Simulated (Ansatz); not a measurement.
## Habitual settings against a tight run: Zr3Sn (Pmmn, 8 atoms in the cell)

Self-consistent single point.

```xyz
8
Lattice="5.1222 0.0000 0.0000 0.0000 6.0918 0.0000 0.0000 0.0000 5.6907" Properties=species:S:1:pos:R:3 pbc="T T T"
Zr     0.0000     1.5274     2.0029
Zr     0.0000     4.5644     2.0029
Zr     2.5611     1.5185     3.6878
Zr     2.5611     4.5733     3.6878
Zr     0.0000     3.0459     4.9261
Zr     2.5611     0.0000     0.7645
Sn     0.0000     0.0000     4.7532
Sn     2.5611     3.0459     0.9375
```

Level of theory: LDA (PW92), PAW files made with PBE (plane waves; Ansatz, a first-principles code).

Base settings: basis.ecutwfc = 30.9 Ry; kpoints.mp_grid.grid = 5 4 4; hamiltonian.xc = lda; hamiltonian.pseudopotentials = {kind: paw} (the program's default PAW files); scf.occupations.method = gaussian; scf.occupations.width = 0.0073 Ry.

Tight run (finer mesh or higher cutoff; not a proven limit): basis.ecutwfc: 30.9 Ry → 43.4 Ry; kpoints.mp_grid.grid: 5 4 4 → 7 6 6; scf.convergence.dr2_threshold: default (1e-07 eV) → 1e-09 eV. It gave Fermi level (on the code's own zero) 14.20 eV; pressure -5.38 GPa; largest force (vector length) 0.046 eV/Å.

Quick runs, as changes from the base:
- A: the base itself
- B: kpoints.mp_grid.grid: 5 4 4 → 4 4 4; scf.convergence.dr2_threshold: default (1e-07 eV) → 0.0001 eV
- C: basis.ecutwfc: 30.9 Ry → 15.4 Ry; kpoints.mp_grid.grid: 5 4 4 → 2 2 2
- D: basis.ecutwfc: 30.9 Ry → 18.4 Ry; kpoints.mp_grid.grid: 5 4 4 → 6 6 6; hamiltonian.xc: lda → pbesol; scf.convergence.dr2_threshold: default (1e-07 eV) → 0.0001 eV [PBEsol]
- E: basis.ecutwfc: 30.9 Ry → 18.4 Ry; kpoints.mp_grid.grid: 5 4 4 → 3 3 3

Energies are extrapolated to zero smearing width, which holds to low order in the width alone.

Dashes: energy of D, another energy zero.

† marks runs with another functional, U, potentials or spin treatment: their distance from the tight run is not a convergence error alone.

The count of work is k-points × plane waves × bands × iterations; it is no time. 

Pressures in the table are Ansatz's without its Pulay estimate, at a fixed set of plane waves; the tight run's value above holds the estimate.

The starting cell comes from a database of computed structures (which also holds hypothetical and non-ambient phases and stackings), without a prior relaxation at this level. Its lattice was rescaled by a random factor within 2.5 % of one. In the base run, with a pressure of about -5 GPa the cell is away from its equilibrium volume at this level.

```csv
run,energy less tight (meV/atom),pressure less tight (GPa),largest miss in a force vector (eV/Å),count of work / tight
A,-0.9,-0.04,0.033,0.22
B,-2.6,-0.08,0.042,0.17
C,1056.9,-43.88,0.363,0.023
D†,–,-6.59,0.024,0.18
E,187.9,-9.63,0.062,0.031
```

Among the runs at the tight run's level, the energy misses run from 0.9 to 1056.9 meV/atom.

Left out of this page: 1 run of the series outside the window shown, repeating another row's setting, or not comparable.

Keys are those of Ansatz 0.2.
